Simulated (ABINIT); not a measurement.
Band structure of Al3Sc (Pm-3m, 4 atoms in the cell).

```
CELL_PARAMETERS angstrom
      4.02579     0.00000     0.00000
      0.00000     4.02579     0.00000
      0.00000     0.00000     4.02579
ATOMIC_POSITIONS crystal
  Sc 0.00000 0.00000 0.00000
  Al 0.00000 0.50000 0.50000
  Al 0.50000 0.00000 0.50000
  Al 0.50000 0.50000 0.00000
```

Method: PBE, norm-conserving pseudopotentials (PseudoDojo nc-sr-05 PBE standard) (plane waves; ABINIT).

Settings: pseudos = [Sc.upf, Al.upf]; ecut = 39 Ha; occopt = 3; tsmear = 0.136 eV; ngkpt = 7 7 7; nshiftk = 1; shiftk = 0 0 0; potentials = PseudoDojo nc-sr-05 PBE standard; kptopt = 1; nstep = 80; toldfe1 = 1e-09 Ha; ndtset = 2; getden2 = 1.

The starting cell has typed, rounded lattice constants, without a prior relaxation at this level. Its lattice was rescaled by a random factor within 2.5 % of one.

Levels in eV from the Fermi level, bands 7 to 14:
| point | 7 | 8 | 9 | 10 | 11 | 12 | 13 | 14 |
|---|---|---|---|---|---|---|---|---|
| Γ | -2.64 | -1.80 | -1.80 | -1.80 | 1.31 | 1.37 | 1.37 | 1.37 |
| X | -1.75 | -1.75 | -1.53 | 1.11 | 1.11 | 1.17 | 1.40 | 1.73 |
| M | -5.67 | -4.43 | -0.53 | -0.53 | 1.26 | 1.47 | 2.22 | 2.66 |
| R | -4.83 | -4.60 | -2.97 | -2.97 | -2.97 | 1.12 | 2.77 | 2.77 |

Bands cross the Fermi level along this path, so the cell is metallic at this level.
